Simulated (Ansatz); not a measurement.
## Point defect V_Co in fluorite-type CoSi2

All values below come from PBE, PAW (plane waves to 420 eV; Ansatz, a quantum-chemistry and plane-wave program). Details: 96-site cell; 4×4×4 shifted k-points; start: the Co site; no Hubbard U; not converged in cell size; the relaxation kept the symmetry of the starting site.

Neighbours after relaxation, in Å: of the emptied site: Si 2.27, Si 2.27, Si 2.27, Si 2.27, Si 2.27, Si 2.27, Si 2.27, Si 2.27 (the shell may go on).

Formation energies E_f are those of the neutral cell. Chemical conditions: Co-richest allowed (Δμ(Co) = -1.02 eV, bounded by CoSi (P2_13); only phases computed here count, gases as isolated molecules at 0 K); Si-rich (Δμ(Co) = -1.40 eV; only phases computed here count, gases as isolated molecules at 0 K). Reference phases: Co: hcp Co, ferromagnetic.

```
charge         moment (μB)  point group  largest move off a lattice site (Å)  E_f, Co-richest allowed (eV)  E_f, Si-rich (eV)
------  ------------------  -----------  -----------------------------------  ----------------------------  -----------------
0       not spin-polarised           Oh                                 0.05                          1.00               0.61
```

Point groups are those of the whole cell at tolerances of 0.03 and 0.1 Å ("near" where only the looser one holds); none is given for unsettled states.

All states together cost about 12 core-minutes (a rough figure).
